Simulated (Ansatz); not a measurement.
# A self-consistent single point of La (P3m1, 4 atoms in the cell) with Ansatz

Method: PBEsol, default PAW files made with PBE (plane waves; Ansatz, an electronic-structure program).

The input file:

Ansatz 0.2 input:
```yaml
# La
crystal:
  lattice:
    - [1.875575, -3.248591, 0.000000]
    - [1.875575, 3.248591, 0.000000]
    - [0.000000, 0.000000, 12.099200]
  atoms:
    - { symbol: La, position: [0.000000, 0.000000, 0.504133] }
    - { symbol: La, position: [0.000000, 0.000000, 0.000000] }
    - { symbol: La, position: [0.333333, 0.666667, 0.250000] }
    - { symbol: La, position: [0.666667, 0.333333, 0.750000] }
basis:
  ecutwfc: 30.9 Ry
kpoints:
  mp_grid: { grid: [8, 8, 2] }
hamiltonian:
  xc: pbesol
  pseudopotentials: { kind: paw }
scf:
  occupations: { method: fermi_dirac, width: 0.0073 Ry }
output:
  forces: true
  eigenvalues: true
  stress: true
```

Output, abridged:

```
WARN the atoms were moved onto the symmetric positions of the space group found under crystal.symmetry.tolerance 1.0e-5 (fractional …
WARN ansatz: RAYON_NUM_THREADS=1 ignored (pool sized by the plan → 1); use --threads N
Pseudopotentials: kind: paw
Pseudopotential: La, paw, valence charge 11
Crystal: 4 atoms, lattice volume = 147.440 Å³
Basis set: ecut = 420.4159175005146 eV, 2885 PW (Γ), exchange–correlation on 54×54×162 points (8 copies of the dense FFT grid, shifted against one another)
Bands: 27, of which v1, the nominal top of the filled ones, is band 22 counted from 1 (21 counted from 0)
Symmetry: 6 space group operations
Space group: P3m1 (ITA 156), of the structure as read, at distance tolerance 5.3e-5 Å
k-points: 20 of 128 (time reversal used)
PAW frozen core: La, regenerated for the run's functional, and the local potential with it
Initial density: superposition of atomic densities (neutral atoms: chi_scale 0, normalization atom), corrected by the library's trained network
Initial wavefunctions: pseudopotential atomic-orbital guess
Eigensolver: davidson
Functional: x = pbesol(κ = 0.804, μ = 0.12345679012345678), c = pbesol(β = 0.046)
SCF iter   1: F=—  HF=-24645.140787 eV  |F-HF|=—  |Δ(HF+E_count)|=         —  Δρ=3.37e-3  dr2=1.89e-2  ethr=1.77e-3  ⟨swp⟩=6.5  Hψ=2671  notcnv=0
all-band conjugate gradients solve this SCF's bands
preconditioner: auto → Kerker (q_TF=auto, 2.230 Å⁻¹)
SCF iter   2: F=—  HF=-24645.138741 eV  |F-HF|=—  |Δ(HF+E_count)|=   2.05e-3  Δρ=2.08e-3  dr2=6.76e-3  ethr=4.29e-5  ⟨swp⟩=2.4  Hψ=1114  notcnv=0
SCF iter   3: F=—  HF=-24645.138670 eV  |F-HF|=—  |Δ(HF+E_count)|=   7.12e-5  Δρ=4.05e-4  dr2=7.17e-4  ethr=1.54e-5  ⟨swp⟩=1.7  Hψ=661  notcnv=0
SCF iter   4: F=—  HF=-24645.138610 eV  |F-HF|=—  |Δ(HF+E_count)|=   6.03e-5  Δρ=1.38e-4  dr2=4.48e-5  ethr=1.63e-6  ⟨swp⟩=1.4  Hψ=566  notcnv=0
SCF iter   5: F=—  HF=-24645.138643 eV  |F-HF|=—  |Δ(HF+E_count)|=   3.32e-5  Δρ=2.95e-5  dr2=2.25e-6  ethr=1.02e-7  ⟨swp⟩=2.2  Hψ=728  notcnv=0
SCF iter   6: F=—  HF=-24645.138643 eV  |F-HF|=—  |Δ(HF+E_count)|=   3.10e-8  Δρ=9.59e-6  dr2=8.14e-7  ethr=5.11e-9  ⟨swp⟩=2.5  Hψ=959  notcnv=0
SCF iter   7: F=-24645.138643 eV  HF=-24645.138643 eV  |F-HF|=3.74e-8  |Δ(HF+E_count)|=   3.74e-8  Δρ=2.52e-6  dr2=4.57e-8  ethr=2.27e-10  ⟨swp⟩=8.3  Hψ=2666  notcnv=0
SCF 1 converged in 7 iterations: F = -24645.138643 eV  dr2 = 4.57e-8
SCF converged after 7 iterations
Free energy (F): -24645.138643 eV
Harris-Foulkes:  -24645.138643 eV  (|F-HF|=3.74e-8)
Internal energy: -24644.935887 eV  (E = F + TS)
E sigma→0 (E₀):  -24645.037265 eV
Entropy (-TS):   -0.202756 eV (-50.689 meV/atom)
Fermi energy:    10.983810 eV
--- Per-component energies (eV) ---
  E_band       = -181.349951
  E_kinetic    = 771.088798
  E_local      = -1333.621598  (includes V_loc(G=0)·N_el)
  E_nonlocal   = 385.372583
  E_hartree    = 420.456093
  E_xc         = -552.401868
  E_vxc        = -587.707066  (∫ρ·V_xc dr)
  E_paw        = -21312.886211  (= ΣΔE_a)
  E_vpaw       = -257.392907  (= ΣTr[D̂ρ^β])
  E_aug_tail   = -0.000001  (compensation charges beyond the density's cutoff)
  E_ewald      = -3023.621721
  E_core_change = 0.678038  (= ΣΔE_core)
  E_smearing   = -0.202756  (= −TS)
  E_closure    = 0.000000  (closes the sum)
  Σ components = -24645.138643   (vs F -24645.138643, Δ=0.00e0)
--- Forces (eV/Å), atoms counted from 1 ---
  atom   1  La    -0.00000000    -0.00000000    -0.09197784
  atom   2  La     0.00000000     0.00000000     0.02450715
  atom   3  La     0.00000000     0.00000000     0.03064504
  atom   4  La     0.00000000    -0.00000000     0.03682445
  max |Σ_I F_I| component: 1.20e-6 eV/Å
--- Stress (GPa, compression-positive) ---
       -1.969069       0.000000      -0.000000
        0.000000      -1.969069       0.000000
       -0.000000       0.000000      -1.812017
  P = ⅓ Tr σ = -1.9167 GPa (-19.167 kbar)
  The stress holds the Pulay correction. Without it, at fixed plane waves, as pw.x and ABINIT print it: P = -1.9191 GPa
--- Band table (eV; the first three rows and the last of 20) ---
  k-point 0: bands = ["-21.8370", "-21.7397", "-21.7255", "-21.6205", "-6.2048", "-5.5484", "-5.4937", "-4.9598", "-4.9598", "-4.8699", "-4.8699", "-4.8578", "-4.8578", "-4.7613", "-4.7613", "-4.7384", "7.7568", "9.0905", "9.0969", "9.2146", [...]
  k-point 1: bands = ["-21.8112", "-21.8023", "-21.6680", "-21.6411", "-6.0262", "-5.9989", "-5.0067", "-4.9546", "-4.9352", "-4.9352", "-4.9287", "-4.9287", "-4.8047", "-4.8047", "-4.7803", "-4.7803", "8.2174", "8.2214", "9.2773", "9.2968", [...]
  k-point 2: bands = ["-21.8118", "-21.7206", "-21.7072", "-21.6089", "-6.1385", "-5.5708", "-5.5259", "-5.1240", "-5.0125", "-4.9940", "-4.9768", "-4.9212", "-4.9084", "-4.8947", "-4.7832", "-4.7653", "8.1650", "9.4471", "9.4611", "9.5952", [...]
  k-point 19: bands = ["-21.6120", "-21.5921", "-21.5824", "-21.5660", "-5.9313", "-5.9268", "-5.8411", "-5.8345", "-5.5833", "-5.5804", "-5.4559", "-5.4348", "-5.1773", "-5.1678", "-5.0530", "-5.0462", "9.8507", "9.8786", "10.4615", "10.4730", [...]
```

The run converged in 7 iterations.

The starting cell has typed, rounded lattice constants, without a prior relaxation at this level. Its lattice was rescaled by up to half a per cent. One atom was moved a little off its site on purpose. Ansatz's pressure includes its estimate of the finite-basis (Pulay) stress.
